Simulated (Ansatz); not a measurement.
**Response to strain in TiO2**

Consider TiO₂ in the anatase structure (space group I4_1/amd, No. 141; a = 3.770 Å, c = 9.552 Å). Axes: x, y, z lie along a, b, c of the conventional cell.

Strains are applied to the cell and any free atomic positions relax; under biaxial strain the out-of-plane vector relaxes too.

All numbers come from PBEsol (Ansatz, a program for electronic structure, PAW, no spin-orbit coupling).

| biaxial strain, plane normal [001], relaxed out of plane (%) | out-of-plane strain (%) |
|---|---|
| 0 | 0.00 |
| 0.6 | -0.89 |
| 1.2 | ? |
| 1.8 | -2.52 |
| 2.4 | -3.24 |
| 3 | -3.91 |

Question: Fit ε⊥ = −νε + γε² (strains in %) to the rows shown and predict the withheld row.

Answer: Least squares on the printed values gives ν = 1.54 (the biaxial Poisson response) and γ = 0.078 (largest residual 0.01 %); this predicts -1.73 %, and the run gives -1.74 %, in agreement.

Whether these cells are dynamically stable was not tested. The final runs are not spin-polarised.
